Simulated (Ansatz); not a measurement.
Candidates (primitive cells; geometry: cell and atoms relaxed with PBEsol):
A. CsCdCl3 (Pm-3m), a = b = c = 5.2029 Å, α = β = γ = 90.00°
B. CdSe (P6_3mc), a = b = 4.3018 Å, c = 7.0217 Å, α = β = 90.00°, γ = 120.00°
C. CdF₂ (Fm-3m), a = b = c = 3.807 Å, α = β = γ = 60.00°
D. CaCd2As2 (P-3m1), a = b = 4.3709 Å, c = 7.0824 Å, α = β = 90.00°, γ = 120.00°
E. CdS (P6_3mc), a = 4.124 Å, b = 4.124 Å, c = 6.709 Å, α = 90.00°, β = 90.00°, γ = 120.00°

Task: Order them by band gap (highest first) at the level PBEsol, rigid bands in Ansatz (an electronic-structure program).

Result: C (2.95 eV), A (1.68 eV), E (1.09 eV), B (0.54 eV), D (0.28 eV)

Spin-orbit coupling is left out.

Formula and space group known from diffraction (Crystallography Open Database), not checked to be the room-temperature form: CaCd2As2 (P-3m1), CdF2 (Fm-3m), CsCdCl3 (Pm-3m).
